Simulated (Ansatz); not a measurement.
Competing hops of N vacancy in wurtzite AlN strained by -1.5 % along x and y, z held, charge state +1

Defect migration in wurtzite AlN strained by -1.5 % along x and y, z held: N vacancy, charge state +1. All values below come from PBE, PAW (plane waves to 420 eV; Ansatz, a quantum-chemistry and plane-wave program).

Cell of 72 host sites held at the strained lattice (strain from the relaxed PBE one, atoms relaxed); a 2×2×2 k-point mesh shifted by half a step along c; Fermi-Dirac width 0.01 eV, spin-restricted; finite-size errors left in. No zero-point or tunnelling terms. The charge state is imposed; whether it is stable for some Fermi level was not computed. Forms of the defect that were not tried may lie lower.

| Route | Start site over the lowest site run (eV) | Hop (Å) | Forward barrier (eV) | Backward barrier (eV) | Neighbours at the start | Neighbours at the saddle | Saddle order |
|---|---|---|---|---|---|---|---|
| a nearby N atom hops onto the vacant site | 0.00 | 3.06 | 4.37 | 4.37 | Al at 1.87, Al at 1.88, 2 Al at 1.90 Å | Al at 1.77, 2 Al at 2.13, 2 Al at 2.20 Å | not checked, on a symmetry element |
| a nearby N atom hops onto the vacant site | 0.00 | 3.05 | 4.53 | 4.53 | 2 Al at 1.88, 2 Al at 1.90 Å | Al at 1.76, Al at 1.86, Al at 2.26, Al at 2.27 Å | not checked, on a symmetry element |
| a nearby N atom hops onto the vacant site | 0.00 | 4.36 | 8.80 | 8.80 | 3 Al at 1.88, Al at 1.89 Å | 2 Al at 1.87, Al at 1.91, Al at 2.28; 2 N at 2.39 Å | not checked, on a symmetry element |

Paths come from CI-NEB runs. Of the routes that converged and passed our checks, the lowest saddle point lies 4.37 eV above the lowest of the sites run (a nearby N atom hops onto the vacant site); other sites, such as split forms, and other routes may lie lower. A band can be held on a symmetry element, so unchecked saddle points there may be too high.

The whole set of runs took very roughly 3 core-hours.
